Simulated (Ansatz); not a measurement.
The starting structures come from a database of crystals and need not be the phases stable at ambient conditions.

Inside the gap of an insulator the Bloch states are evanescent, with a wavenumber k + iκ along the transport direction.

Data:

```yaml
crystal:
  lattice:
    - [4.34172, 0.00000, 0.00000]
    - [-2.17086, 3.76004, 0.00000]
    - [0.00000, 0.00000, 6.82610]
  atoms:
    - { symbol: Bi, position: [0.00000, 0.00000, 0.92076] }
    - { symbol: Te, position: [0.66667, 0.33333, 0.66873] }
    - { symbol: I, position: [0.33333, 0.66667, 0.22982] }
```

Space group of this cell: P3m1. The cell was relaxed by PBE-D3(BJ).

Transport runs along the normal of the first two printed cell vectors, the (001) plane of the conventional cell.

The gap is the functional's own, uncorrected, and κ follows it; spin-orbit coupling is left out. Mid-gap values are interpolated between the computed energies.

Compute, with PBEsol run with Ansatz (an electronic-structure program), the band gap and the smallest decay constant κ at mid-gap.

Gap 1.10 eV on a 12×12×6 mesh; κ = 0.163 1/Å, at (0.250, 0.000) of the in-plane reciprocal vectors. At the zone centre, at the nearest computed energy, the slowest state has κ = 0.17 1/Å.
